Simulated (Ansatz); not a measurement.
Take ZrSe₂ in the CdI2 type structure (space group P-3m1, No. 164; a = 3.6598 Å, c = 5.8412 Å; layered, stacked along the Cartesian z axis; relaxed with 0.1 eV smearing) as the base. Axes: x lies along a and z along c of the hexagonal cell.

Calculations: PBEsol-D3(BJ) (Ansatz, a program for electronic structure), no SOC.

Strains are applied to the cell and any free atomic positions relax.

One change was made to it. Results:

```csv
quantity,base,after
energy relative to the base (free energy F),0 meV/atom,+4.4 meV/atom
shortest interatomic distance,2.655 Å,2.661 Å
```

### Question
Name the change that was made.
A. uniaxial strain ε_zz = −1.50 %
B. uniaxial strain ε_zz = −1.00 %
C. uniaxial strain ε_zz = −0.50 %
D. uniaxial strain ε_zz = +3.00 %
E. uniaxial strain ε_zz = +2.00 %

### Answer
D, uniaxial strain ε_zz = +3.00 %. For comparison, the energy relative to the base in the other runs: uniaxial strain ε_zz = −1.50 % gives +1.4 meV/atom; uniaxial strain ε_zz = −0.50 % gives +0.1 meV/atom; uniaxial strain ε_zz = −1.00 % gives +0.6 meV/atom; uniaxial strain ε_zz = +2.00 % gives +2.1 meV/atom.

Whether these cells are dynamically stable was not tested. All final runs are without spin polarisation.
